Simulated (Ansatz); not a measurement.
## HgTe in the zinc blende structure (space group F-43m, No. 216)

```xyz
2
Lattice="0.0000 3.3253 3.3253 3.3253 0.0000 3.3253 3.3253 3.3253 0.0000" Properties=species:S:1:pos:R:3 pbc="T T T"
Hg     0.0000     0.0000     0.0000
Te     1.6627     1.6627     1.6627
```

All numbers come from PBE (Ansatz, a quantum-chemistry and plane-wave program), spin-orbit coupling left out. Γ-centred 12×12×12 mesh, Fermi–Dirac width 0.05 eV.

```json
{
  "volume_per_atom": "36.77 Å³",
  "density": "7.41 g/cm³",
  "band_gap": "zero",
  "total_energy": "-10396.875 eV/atom (σ→0; compares only within this code and set-up)"
}
```

With Hg and Te present, leaving out spin-orbit coupling can change the band edges. Stability against distortions was not tested. All final runs are without spin polarisation. The zero or small gap of HgTe can change with the level of theory.
